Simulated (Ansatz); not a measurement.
Start from PbO2 in the rutile structure (space group P4_2/mnm, No. 136; a = 4.9983 Å, c = 3.4115 Å).

All numbers come from Ansatz (a quantum-chemistry and plane-wave program), PBEsol, PAW, cutoff 420 eV, scalar-relativistic without spin-orbit coupling.

For the base:

| Property | Value |
|---|---|
| Lattice parameter a | 4.998 Å |

It is then changed as follows: a hydrostatic pressure of 1.5 GPa.

Q: How does this affect the lattice parameter a?

A: The lattice parameter a decreases by 0.027 Å (4.998 Å → 4.971 Å).

Load acts through the strain it causes; cell and atoms are relaxed under it. Whether these cells are dynamically stable was not tested. The final runs are not spin-polarised.
